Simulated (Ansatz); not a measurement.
The starting structures come from a database of crystals and need not be the phases stable at ambient conditions.

Inside the gap of an insulator the Bloch states are evanescent, with a wavenumber k + iκ along the transport direction.

Here is the system:

```
CELL_PARAMETERS angstrom
      8.26600     0.00000     0.00000
      0.00000     8.31111     0.00000
      2.22926     0.00000     3.66844
ATOMIC_POSITIONS crystal
  Na 0.35502 0.07294 0.89498
  Na 0.64498 0.92706 0.10502
  Na 0.14498 0.57294 0.60502
  Na 0.85502 0.42706 0.39498
  Na 0.02103 0.16796 0.72897
  Na 0.97897 0.83204 0.27103
  Na 0.47897 0.66796 0.77103
  Na 0.52103 0.33204 0.22897
  S  0.74689 0.11234 0.50311
  S  0.25311 0.88766 0.49689
  S  0.75311 0.61234 0.99689
  S  0.24689 0.38766 0.00311
```

Space group of this cell: Pnma. The cell is taken as given.

Transport runs along the normal of the first two printed cell vectors.

The gap is the functional's own, uncorrected, and κ follows it; spin-orbit coupling is left out. Mid-gap values are interpolated between the computed energies.

Compute, with Ansatz (a first-principles code) with r2SCAN, the band gap and the smallest decay constant κ at mid-gap.

Gap 2.92 eV on a 8×4×8 mesh; κ = 0.243 1/Å, at the zone centre.
